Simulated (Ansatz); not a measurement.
Base system: BeTe in the zinc blende structure (space group F-43m, No. 216; a = 5.657 Å). Axes: x, y, z lie along the cube axes.

All numbers come from Kohn–Sham DFT with the r2SCAN functional, run in Ansatz (a quantum-chemistry and plane-wave program) with PAW and 500 eV plane waves, no spin-orbit coupling.

Base values:

```
Quantity               Value
-------------------  -------
Band gap             2.38 eV
Smallest direct gap  4.04 eV
```

Now apply this change: biaxial strain +1.06 %, plane normal [110], relaxed out of plane (Cartesian); in-plane vectors clamped, the third vector and the atoms free.

Question: What does the calculation give for the band gap after the change?

Answer: The band gap falls by 0.05 eV, from 2.38 eV to 2.33 eV.

Question: Estimate the effect on the smallest direct gap.

Answer: The smallest direct gap falls by 0.14 eV, from 4.04 eV to 3.90 eV.

A biaxial case was relaxed in a doubled cell and then solved in the primitive one. Spin-orbit coupling, missing from the scalar runs, can matter with Te. Whether these cells are dynamically stable was not tested.
